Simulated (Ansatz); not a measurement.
Input:

```
CELL_PARAMETERS angstrom
      0.00000     2.10222     2.10222
      2.10222     0.00000     2.10222
      2.10222     2.10222     0.00000
ATOMIC_POSITIONS crystal
  O  0.00000 0.00000 0.00000
  Mg 0.50000 0.50000 0.50000
```

No spin polarisation.

Level of theory: r2SCAN, PAW, 500 eV (Ansatz, a program for electronic structure; spin-orbit coupling left out). Γ-centred 13×13×13 mesh, Fermi–Dirac width 0.05 eV.

Question: Predict the band gap and gap character.

Answer: 
- Band gap: 5.68 eV
- Gap character: direct at Γ

No phonon test of stability was made. The cell was made from MgS by this change: S → O.
